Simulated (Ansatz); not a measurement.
Bond-angle distributions (per cent of the angles at each element, bins of 10°) of a relaxed model of amorphous tantalum oxide (Ta16O39) at 7.44 g/cm³. Computed with PBE, scalar-relativistic without spin-orbit coupling (plane waves to 420 eV, PAW; Ansatz, a program for electronic structure). The usual formal charges leave 2 electrons over, so the level spacing at the Fermi energy parts defect or band states and needn't be the band gap.

Preparation: random packing, a CHGNet melt and quench, and a DFT relaxation. O atoms were pushed apart under 1.9 Å during the dynamics, to hinder bonds among them. The hot cell started wider than the set density and was brought back towards it in steps. It is the lowest in DFT energy of 2 quenches. It is a model cell: composition and starting density were chosen by hand, and all elements were melted together. No dispersion term was used. Its density started from a set value of 7.81 and ended at 7.44 g/cm³. Cooling (nominally 190 K/ps over its main leg) ran many orders faster than in experiment, which tends to leave more defects and strain. Values belong to this one cell and scatter from quench to quench. The volume was free in the relaxation, at fixed shape. Stress components on the final sampling reach 2.5 GPa. On a 2×2×2 Γ-centred mesh force components of up to 0.35 eV/Å stay, since the relaxation ran on the zone centre alone.

Cut-offs for bonds: Ta-Ta 3.12 Å, Ta-O 2.44 Å, O-O 1.58 Å. Two cations that share two anions don't count as bonded, nor two that share one unless they lie closer than Ta-Ta 3.04 Å.

```tsv
angle (°)	at Ta	at O
50-60	0	0
60-70	3	0
70-80	17	0
80-90	23	6
90-100	16	17
100-110	10	23
110-120	6	8
120-130	3	3
130-140	6	15
140-150	3	11
150-160	5	8
160-170	4	7
170-180	3	1
```

They go with these counts of neighbours within the cut-offs, cation contacts included: Ta mean 5.9, most often 6; O mean 2.4, most often 2.
